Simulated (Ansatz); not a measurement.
An Ansatz (a quantum-chemistry and plane-wave program) run: ZrB2 with a change (pressure −1 GPa); plane-wave PAW DFT at the PBE level (Ansatz, 420 eV), no spin-orbit coupling.

Input:

Ansatz 0.2 input:
```yaml
crystal:
  lattice:
    - [3.1714293811, 0, 0]
    - [-1.5857146906, 2.7465384104, 0]
    - [0, 0, 3.5413202389]
  atoms:
    - { symbol: Zr, position: [0, 0, 0] }
    - { symbol: B, position: [0.3333333333, 0.6666666667, 0.5] }
    - { symbol: B, position: [0.6666666667, 0.3333333333, 0.5] }
basis: { ecutwfc: 420, ecutrho_ratio: 4, xc_grid: 2, fft_grid_basis: typed }
kpoints: { mp_grid: { grid: [17, 17, 13] } }
hamiltonian:
  xc: pbe
  dispersion: none
  pseudopotentials: { kind: paw }
scf: { occupations: { method: fermi_dirac, width: 0.05 } }
relax: { f_tol: 0.01, max_steps: 60, cell: { stress_tol: 0.02, p_target: -1.0 } }
output: { forces: true, stress: true }
checkpoint: { write: state.ck, write_every: 1000 }
```

Output (explanatory and most iteration lines left out):

```
Relaxation: its limit of steps is 60 (relax.max_steps)
Pseudopotential: Zr, paw, valence charge 12
Pseudopotential: B, paw, valence charge 3
Crystal: 3 atoms, lattice volume = 30.847 Å³
Basis set: ecut = 420 eV, 575 PW (Γ), exchange–correlation on 48×48×48 points (8 copies of the dense FFT grid, shifted against one another)
Bands: 13, of which v1, the nominal top of the filled ones, is band 9 counted from 1 (8 counted from 0)
Symmetry: 24 space group operations
Space group: P6/mmm (ITA 191), of the structure as read, at distance tolerance 3.1e-5 Å
k-points: 231 of 3757
Functional: x = pbe(κ = 0.804, μ = 0.2195149727645171), c = pbe(β = 0.06672455060314922)
SCF iter   1: F=—  HF=-4498.723391 eV  |F-HF|=—  |Δ(HF+E_count)|=         —  Δρ=1.52e-3  dr2=6.57e-4  ethr=1.77e-3  ⟨swp⟩=4.9  Hψ=14647  notcnv=0
SCF iter   2: F=—  HF=-4498.723378 eV  |F-HF|=—  |Δ(HF+E_count)|=   1.29e-5  Δρ=9.29e-4  dr2=3.56e-4  ethr=3.65e-6  ⟨swp⟩=2.2  Hψ=6495  notcnv=0
SCF 1 converged in 7 iterations: F = -4498.723351 eV  dr2 = 1.04e-8
relax step   1: F+E_penalty+E_count = -4498.72335080 eV  Δ(F+E_penalty+E_count) = +0.000e0 eV  max|allowed force component| = 1.604e-16 eV/Å  Δτ_max = 0.0000 Å  P = +0.001 GPa  Ω = 30.847 Å³  (7 SCF iters, dr2 threshold 1.00e-7 eV, accepted)
[... steps on the carried basis left out ...]
relax step   5: F+E_penalty+E_count = -4498.72295944 eV  Δ(F+E_penalty+E_count) = -1.659e-4 eV  max|allowed force component| = 1.912e-16 eV/Å  Δτ_max = 0.0000 Å  P = -0.985 GPa  Ω = 30.976 Å³  stress off target by 1.87e-2 GPa  SCF on the basis re-selected at this cell (its energy is not comparable with the rows above)  (9 SCF iters)
SCF converged after 9 iterations
Free energy (F): -4498.722959 eV
Internal energy: -4498.721221 eV  (E = F + TS)
E sigma→0 (E₀):  -4498.722090 eV
Entropy (-TS):   -0.001738 eV (-0.579 meV/atom)
Fermi energy:    15.749202 eV
--- Forces (eV/Å), atoms counted from 1 ---
  atom   1  Zr     0.00000000     0.00000000     0.00000000
  atom   2  B      0.00000000    -0.00000000    -0.00000000
  atom   3  B     -0.00000000     0.00000000     0.00000000
--- Stress (GPa, compression-positive) ---
       -0.981339      -0.000000      -0.000000
        0.000000      -0.981339      -0.000000
       -0.000000      -0.000000      -0.990912
  P = ⅓ Tr σ = -0.9845 GPa (-9.845 kbar)
--- Relaxed structure (4 steps of the walk, 4 accepted, 1 SCFs on fresh bases) ---
  cell:  # Å, volume = 30.9756 Å³
    - [3.17552702174628, 2.8904876221948658e-11, 0.0]
    - [-1.5877635108981725, 2.750087071221766, 0.0]
    - [0.0, 0.0, 3.546969320691734]
  atoms:
    - { symbol: Zr, position: [2.845587687018897e-35, 2.7391438680827454e-35, 0.0] }
    - { symbol: B, position: [0.33333333333333337, 0.6666666666666666, 0.5] }
    - { symbol: B, position: [0.6666666666666667, 0.33333333333333337, 0.5] }
```

Load acts through the strain it causes; cell and atoms are relaxed under it. Stability against distortions was not tested. The final runs are not spin-polarised. The cell was made from ZrB2 (space group P6/mmm, No. 191) by this change: pressure −1 GPa.
